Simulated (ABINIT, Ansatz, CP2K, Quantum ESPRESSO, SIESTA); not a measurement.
**Na3BrO (Pm-3m, 5 atoms in the cell) computed with different codes at matched settings**

Self-consistent single point.

```yaml
crystal:
  lattice:
    - [4.62379, 0.00000, 0.00000]
    - [0.00000, 4.62379, 0.00000]
    - [0.00000, 0.00000, 4.62379]
  atoms:
    - { symbol: Na, position: [0.00000, 0.50000, 0.50000] }
    - { symbol: Na, position: [0.50000, 0.00000, 0.50000] }
    - { symbol: Na, position: [0.50000, 0.50000, 0.00000] }
    - { symbol: Br, position: [0.00000, 0.00000, 0.00000] }
    - { symbol: O, position: [0.50000, 0.50000, 0.50000] }
```

All programs got the same cell, k-point mesh and kind of occupations (in Ansatz's words: kpoints.mp_grid.grid = 7 7 7; scf.occupations.method = fermi_dirac; scf.occupations.width = 0.0007 Ry); potentials, basis and cutoffs are each program's usual ones.

```
code                                                                                                                                 model  pressure (GPa)  k-points       cutoff
----------------  ------------------------------------------------------------------------------------------------------------------------  --------------  --------  -----------
Quantum ESPRESSO                                                                       LDA (PZ), GBRV 1.5 ultrasoft (LDA) pseudopotentials           -3.42        20        40 Ry
SIESTA            LDA PW92, numerical atomic orbitals DZP, PseudoDojo LDA standard norm-conserving potentials (rewritten from UPF to PSML)           -4.35       172  grid 350 Ry
ABINIT                                                     LDA (PW92), norm-conserving pseudopotentials (PseudoDojo nc-sr-04 LDA standard)           -3.64        20        44 Ha
CP2K                                                  LDA (Pade form), GPW, DZVP-MOLOPT-SR-GTH basis, GTH-PADE potentials (GTH_POTENTIALS)           -3.18       172  grid 950 Ry
Ansatz                                                                                                 LDA (PW92), PAW files made with PBE           -3.76        20      default
```

The spread over the programs that give each value: pressure within 1.17 GPa.

The starting cell comes from a database of computed structures (which also holds hypothetical and non-ambient phases and stackings), without a prior relaxation at this level. Its lattice was rescaled by a random factor within 2.5 % of one. On Ansatz's run: In the base run, with a pressure of about -4 GPa the cell is away from its equilibrium volume at this level. A gap is left out here, as mesh or smearing make it unsure.

Task: Why do the programs differ, and what cannot be compared?

Result: Differences of this kind can come from the potentials, where these differ, and from what each basis and cutoff leave unconverged. The zero of total energies and Fermi levels follows the potentials and each program's conventions, so they are not compared here. SIESTA and CP2K use small atom-centred bases, whose incompleteness enters pressures, forces and empty levels differently from a plane-wave cutoff. Ansatz's pressure is given at a fixed set of plane waves, as the other plane-wave codes print theirs; with its correction for the finite basis it is -3.64 GPa. Ansatz's smearing width was typed in Ry to four decimals, so it matches the others to a few per cent. The same LDA comes in different parametrisations, which differ slightly. The programs reduce the same mesh by symmetry to different extents, which changes the work and not the result.

This mesh misses zone-boundary points where a band edge of such crystals can lie, so no gaps are given.

Left out of this page: GPAW, Elk and FLEUR (not drawn, or without a comparable value).

Ansatz is a program for electronic structure.

Keys are those of Ansatz 0.2.
